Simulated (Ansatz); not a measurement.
Base system: Ge in the diamond structure (space group Fd-3m, No. 227).

```
Ge
1.0
    0.00000     2.83808     2.83808
    2.83808     0.00000     2.83808
    2.83808     2.83808     0.00000
Ge
2
Direct
  0.00000   0.00000   0.00000
  0.25000   0.25000   0.25000
```

Cartesian axes are those of the cell as printed.

The values are results of PBEsol (Ansatz, an electronic-structure program; PAW; 420 eV plane waves; scalar-relativistic without spin-orbit coupling), not measurements.

Before the change:

| Property | Result |
|---|---|
| Volume per atom | 22.86 Å³ |
| Pressure | 0.0 GPa |

The change: compressive biaxial strain of 1.50 % in the plane normal to [001], as in epitaxy on a mismatched substrate; the out-of-plane cell vector and the atoms relax.

What happens to the volume per atom, energy relative to the base and pressure?

The volume per atom decreases by 0.43 Å³ (22.86 Å³ → 22.43 Å³); the energy rises by 4.1 meV/atom; the pressure (mean of the normal stresses, compression positive) goes from zero to 1.3 GPa.

No phonon test of stability was made.
